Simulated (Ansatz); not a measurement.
The reference is BaTiO3 (space group P4mm, No. 99; a = 3.985 Å, c = 4.204 Å).

(Cell as relaxed with PBE.)

Levels (all Ansatz, a program for electronic structure, PAW, earlier PAW set): PBE (420 eV, no SOC); r2SCAN (500 eV, no spin-orbit coupling).

Each level relaxes its own structure.

```
base                      PBE    r2SCAN
-------------------  --------  --------
volume per atom      13.35 Å³  12.98 Å³
lattice parameter a   3.985 Å   3.973 Å
band gap              1.85 eV   2.23 eV
```

Perturbation: cell and atoms relaxed at a pressure of 9 GPa.

```tsv
quantity	PBE	r2SCAN
shortest interatomic distance	1.869 Å	1.883 Å
gap character	indirect, A → Γ	indirect, A → Γ
```

PBE's shortest interatomic distance lies 0.014 Å below r2SCAN's (0.7 %); the two agree on the gap character. Neither level is exact; r2SCAN is the comparison here, not a measurement.

Load acts through the strain it causes; cell and atoms are relaxed under it. Whether these cells are dynamically stable was not tested. No other phases were tried under pressure. All final runs are without spin polarisation.
